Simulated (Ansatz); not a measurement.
## CdS: element substitutions

Consider CdS in the zinc blende structure (space group F-43m, No. 216).

```yaml
crystal:
  lattice:
    - [0.00000, 2.96355, 2.96355]
    - [2.96355, 0.00000, 2.96355]
    - [2.96355, 2.96355, 0.00000]
  atoms:
    - { symbol: S, position: [0.75000, 0.75000, 0.75000] }
    - { symbol: Cd, position: [0.00000, 0.00000, 0.00000] }
```

Each row replaces one element on all its sites; cell and atoms are relaxed.

Level of theory: PBE/PAW in Ansatz (a program for electronic structure), scalar-relativistic without spin-orbit coupling, earlier PAW set.

Candidates:
(a) S → Si
(b) Cd → Zn
(c) S → Se

Before the change:

| Item | Result |
|---|---|
| Band gap | 1.04 eV |

Q: Order them by band gap, lowest first.

A: (a) S → Si (zero), (c) S → Se (0.49 eV), (b) Cd → Zn (2.01 eV)

Whether these cells are dynamically stable was not tested. As relaxed here, CdSi is a hypothetical phase, not in the database extracts checked. All final runs are without spin polarisation.
